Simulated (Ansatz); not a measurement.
Mo$_{3}$Si in the A15 (Cr3Si type) structure (space group Pm-3n, No. 223)

```yaml
crystal:
  lattice:
    - [4.88497, 0.00000, 0.00000]
    - [0.00000, 4.88497, 0.00000]
    - [0.00000, 0.00000, 4.88497]
  atoms:
    - { symbol: Si, position: [0.50000, 0.50000, 0.50000] }
    - { symbol: Si, position: [0.00000, 0.00000, 0.00000] }
    - { symbol: Mo, position: [0.00000, 0.50000, 0.25000] }
    - { symbol: Mo, position: [0.00000, 0.50000, 0.75000] }
    - { symbol: Mo, position: [0.25000, 0.00000, 0.50000] }
    - { symbol: Mo, position: [0.75000, 0.00000, 0.50000] }
    - { symbol: Mo, position: [0.50000, 0.25000, 0.00000] }
    - { symbol: Mo, position: [0.50000, 0.75000, 0.00000] }
```

All numbers come from r2SCAN in Ansatz (plane waves to 500 eV, PAW, spin-orbit coupling left out), earlier PAW set. k-mesh 10×10×10 (Γ-centred); smearing 0.05 eV (Fermi–Dirac).

| Property | Result |
|---|---|
| Volume per atom | 14.57 Å³ |
| Density | 9.00 g/cm³ |
| Band gap | zero |
| Total energy | -3885.816 eV/atom (σ→0; compares only within this code and set-up) |

No phonon test of stability was made. The final runs are not spin-polarised.

Ansatz is a quantum-chemistry and plane-wave program.
